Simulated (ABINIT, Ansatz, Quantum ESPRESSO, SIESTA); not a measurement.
**TiO (P-6m2, 2 atoms in the cell) computed with different codes at matched settings**

Self-consistent single point.

```yaml
crystal:
  lattice:
    - [2.82253, 0.00000, 0.00000]
    - [-1.41126, 2.44438, 0.00000]
    - [0.00000, 0.00000, 2.83628]
  atoms:
    - { symbol: Ti, position: [0.66667, 0.33333, 0.00000] }
    - { symbol: O, position: [0.00000, 0.00000, 0.50000] }
```

All programs got the same cell, k-point mesh and kind of occupations (in Ansatz's words: kpoints.mp_grid.grid = 13 13 12; scf.occupations.method = fermi_dirac; scf.occupations.width = 0.1 eV); potentials, basis and cutoffs are each program's usual ones.

```tsv
code	model	pressure (GPa)	k-points	cutoff
Quantum ESPRESSO	PBEsol, SSSP 1.1.2 efficiency (PBE) pseudopotentials	-9.28	147	55 Ry
SIESTA	GGA PBEsol, numerical atomic orbitals TZP, PseudoDojo PBEsol standard norm-conserving potentials (rewritten from UPF to PSML)	-9.71	1021	grid 400 Ry
Ansatz	PBEsol, PAW files made with PBE	-9.77	147	default
ABINIT	PBEsol, norm-conserving pseudopotentials (PseudoDojo nc-sr-04 PBEsol standard)	-9.70	147	42 Ha
```

The spread over the programs that give each value: pressure within 0.49 GPa.

The starting cell comes from a database of computed structures (which also holds hypothetical and non-ambient phases and stackings), without a prior relaxation at this level. Its lattice was rescaled by a random factor within 2.5 % of one. On Ansatz's run: Spin polarisation is off, so a magnetic state, if there is one, cannot be reached. In the base run, with a pressure of about -9 GPa the cell is away from its equilibrium volume at this level.

Q: Why do the programs differ, and what cannot be compared?

A: Differences of this kind can come from the potentials, where these differ, and from what each basis and cutoff leave unconverged. The zero of total energies and Fermi levels follows the potentials and each program's conventions, so they are not compared here. SIESTA uses small atom-centred bases, whose incompleteness enters pressures, forces and empty levels differently from a plane-wave cutoff. Ansatz's pressure is given at a fixed set of plane waves, as the other plane-wave codes print theirs; with its correction for the finite basis it is -9.29 GPa (the shift of 0.47 GPa shows how far the cutoff is from converged). The programs reduce the same mesh by symmetry to different extents, which changes the work and not the result.

Left out of this page: GPAW, Elk and FLEUR (not drawn, or without a comparable value).

Ansatz is a first-principles code.

Keys are those of Ansatz 0.2.
